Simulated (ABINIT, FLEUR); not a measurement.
An ABINIT input for a self-consistent single point of BaSr3 (Fm-3m, 4 atoms in the cell) (DFT, PBEsol, plane waves, norm-conserving pseudopotentials (PseudoDojo nc-sr-04 PBEsol standard)):

```
# BaSr3, PseudoDojo nc-sr-04 PBEsol standard
pp_dirpath "./"
pseudos "Ba.upf, Sr.upf"
acell 3*1.0
rprim
        -0.0000000000    9.1341650782    9.1341650782
         9.1341650782   -0.0000000000    9.1341650782
         9.1341650782    9.1341650782    0.0000000000
natom 4
ntypat 2
znucl 56 38
typat 1 2 2 2
xred
         0.0000000000    0.0000000000    0.0000000000
         0.2500000000    0.2500000000    0.2500000000
         0.7500000000    0.7500000000    0.7500000000
         0.5000000000    0.5000000000    0.5000000000
ecut 34
occopt 3
tsmear 0.1 eV
nband 27
kptopt 1
ngkpt 8 8 8
nshiftk 1
shiftk 0 0 0
nstep 100
toldfe 1.0e-09
prtwf 0
prtden 0
```

**Question.** Write the same calculation as an input for FLEUR.

**Answer.** This is the input that was run; spellings and numerical settings could be chosen otherwise.

Input of the input generator:

```
scf BaSr3
&input film=f /
-0.0000000000 0.7071067812 0.7071067812
0.7071067812 -0.0000000000 0.7071067812
0.7071067812 0.7071067812 0.0000000000
12.9176601345
1.0 1.0 1.0

4
56 0.0000000000 0.0000000000 0.0000000000
38 0.2500000000 0.2500000000 0.2500000000
38 0.7500000000 0.7500000000 0.7500000000
38 0.5000000000 0.5000000000 0.5000000000

&comp jspins=1 /
&exco xctyp='PBEs' /
&kpt div1=8 div2=8 div3=8 gamma=t /
&end /
```

```xml
<?xml version="1.0" encoding="UTF-8" standalone="no"?>
<fleurInput fleurInputVersion="0.39">
   <comment>
      scf BaSr3                                                                                           
   </comment>
   <calculationSetup>
      <cutoffs Kmax="3.8" Gmax="11.4" GmaxXC="11.4" numbands="0"/>
      <scfLoop itmax="100" minDistance="0.00001" maxIterBroyd="99" imix="Anderson" alpha="0.05" precondParam="0.0" spinf="2.0"/>
      <coreElectrons ctail="T" frcor="F" kcrel="0" coretail_lmax="0"/>
      <xcFunctional name="PBEs" relativisticCorrections="F"/>
      <magnetism jspins="1"/>
      <soc l_soc="F" theta="0.0" phi="0.0" spav="F"/>
      <expertModes spex="0" secvar="F"/>
      <geometryOptimization l_f="T" forcealpha="1.0" forcemix="BFGS" epsdisp="0.00001" epsforce="0.00001"/>
      <ldaU l_linMix="F" mixParam="0.05" spinf="1.0"/>
   </calculationSetup>
   <cell>
      <bzIntegration valenceElectrons="40.0" mode="hist" fermiSmearingEnergy="0.00367493">
         <kPointListSelection listName="default-1"/>
         <!-- k-points included here -->
         <xi:include xmlns:xi="http://www.w3.org/2001/XInclude" href="kpts.xml"> </xi:include>
      </bzIntegration>
      <!-- symmetry operations included here -->
      <xi:include xmlns:xi="http://www.w3.org/2001/XInclude" href="sym.xml"> </xi:include>
      <bulkLattice scale="1.0">
         <bravaisMatrix>
            <row-1>    0.0000000000000000     9.1341650783418551     9.1341650783418551</row-1>
            <row-2>    9.1341650783418551     0.0000000000000000     9.1341650783418551</row-2>
            <row-3>    9.1341650783418551     9.1341650783418551     0.0000000000000000</row-3>
         </bravaisMatrix>
      </bulkLattice>
   </cell>
   <atomSpecies>
      <species name="Barium (Ba)" element="Ba" atomicNumber="56">
         <mtSphere radius="2.68" gridPoints="925" logIncrement="0.014"/>
         <atomicCutoffs lmax="10" lnonsphr="8"/>
         <electronConfig flipSpins="F">
            <coreConfig>(1s1/2) (2s1/2) (2p1/2) (2p3/2) (3s1/2) (3p1/2) (3p3/2) (4s1/2) (3d3/2) (3d5/2) (4p1/2) (4p3/2) (4d3/2) (4d5/2)</coreConfig>
            <valenceConfig>(5s1/2) (5p1/2) (5p3/2) (6s1/2)</valenceConfig>
         </electronConfig>
         <energyParameters s="6" p="6" d="5" f="4"/>
         <lo type="SCLO" l="0" n="5" eDeriv="0"/>
         <lo type="SCLO" l="1" n="5" eDeriv="0"/>
      </species>
      <species name="Strontium (Sr)" element="Sr" atomicNumber="38">
         <mtSphere radius="2.68" gridPoints="925" logIncrement="0.014"/>
         <atomicCutoffs lmax="10" lnonsphr="8"/>
         <electronConfig flipSpins="F">
            <coreConfig>(1s1/2) (2s1/2) (2p1/2) (2p3/2) (3s1/2) (3p1/2) (3p3/2) (3d3/2) (3d5/2)</coreConfig>
            <valenceConfig>(4s1/2) (4p1/2) (4p3/2) (5s1/2)</valenceConfig>
         </electronConfig>
         <energyParameters s="5" p="5" d="4" f="4"/>
         <lo type="SCLO" l="0" n="4" eDeriv="0"/>
         <lo type="SCLO" l="1" n="4" eDeriv="0"/>
      </species>
   </atomSpecies>
   <atomGroups>
      <atomGroup species="Barium (Ba)">
         <relPos label="                   1">.0000000000 .0000000000 .0000000000</relPos>
         <force calculate="T" relaxXYZ="TTT"/>
      </atomGroup>
      <atomGroup species="Strontium (Sr)">
         <relPos label="                   2">1.000/4.000 1.000/4.000 1.000/4.000</relPos>
         <relPos label="                   3">-1.000/4.000 -1.000/4.000 -1.000/4.000</relPos>
         <force calculate="T" relaxXYZ="TTT"/>
      </atomGroup>
      <atomGroup species="Strontium (Sr)">
         <relPos label="                   4">1.000/2.000 1.000/2.000 1.000/2.000</relPos>
         <force calculate="T" relaxXYZ="TTT"/>
      </atomGroup>
   </atomGroups>
   <output dos="F" band="F" slice="F">
      <checks vchk="F" cdinf="F"/>
      <bandDOS minEnergy="-.5*Htr" maxEnergy="0.5*Htr" sigma="0.015" storeEVData="T"/>
      <vacuumDOS vacdos="F" integ="F" star="F" nstars="0" locx1="0.0" locy1="0.0" locx2="0.0" locy2="0.0" nstm="0" tworkf="0.0"/>
      <unfoldingBand unfoldBand="F" supercellX="1" supercellY="1" supercellZ="1"/>
      <plotting iplot="0" polar="F">
         <plot TwoD="T" vec1="  1.0  0.0  0.0" vec2="  0.0  1.0  0.0" vec3="  0.0  0.0  1.0" zero="  0.0  0.0  0.0" file="plot"/>
      </plotting>
      <chargeDensitySlicing numkpt="0" minEigenval="0.0" maxEigenval="0.0" nnne="0" pallst="F"/>
      <specialOutput eonly="F"/>
      <magneticCircularDichroism mcd="F" energyLo="-10.0" energyUp="0.0"/>
   </output>
  <!-- We include the file relax.xml here to enable relaxations (see documentation) -->
  <xi:include xmlns:xi="http://www.w3.org/2001/XInclude" href="relax.xml"> <xi:fallback/> </xi:include>
</fleurInput>
```

Basis, cutoffs, solver keys and any potentials are the target program's own. This input uses DFT, PBEsol, all-electron FLAPW (FLEUR), scalar-relativistic valence.

The starting cell comes from a database of computed structures (which also holds hypothetical and non-ambient phases and stackings), without a prior relaxation at this level. Its lattice was rescaled by a random factor within 2.5 % of one.
